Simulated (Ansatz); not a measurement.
Formation energy of the localised charge states of H interstitial in diamond (start: void with 4C nearest; 216-site cell, 2×2×2 shifted sampling) against the Fermi level, impurity bounded by its compound with the host (Δμ(H) = -0.35 eV, bounded by CH4 molecule; only phases computed here count, gases as isolated molecules at 0 K). Computed with PBE, PAW (plane waves to 420 eV; Ansatz, a quantum-chemistry and plane-wave program).

Charges with a result: +1, 0, −1. Others weren't obtained, and one of them could lie lower, also by skipping a charge.

Set-up: 216-site cell; 2×2×2 shifted k-points; host gap 4.13 eV; charged states image-corrected; energies good to tenths of an eV.

| E_F − E_VBM (eV) | q = +1 | q = 0 | q = −1 |
|---|---|---|---|
| 0.00 | 4.23 | 5.21 | 8.32 |
| 0.52 | 4.74 | 5.21 | 7.80 |
| 1.03 | 5.26 | 5.21 | 7.29 |
| 1.55 | 5.77 | 5.21 | 6.77 |
| 2.06 | 6.29 | 5.21 | 6.25 |
| 2.58 | 6.81 | 5.21 | 5.74 |
| 3.10 | 7.32 | 5.21 | 5.22 |
| 3.61 | 7.84 | 5.21 | 4.71 |
| 4.13 | 8.35 | 5.21 | 4.19 |

Crossings of the lowest lines: (+1/0) at 0.98 eV; (0/−1) at 3.11 eV.
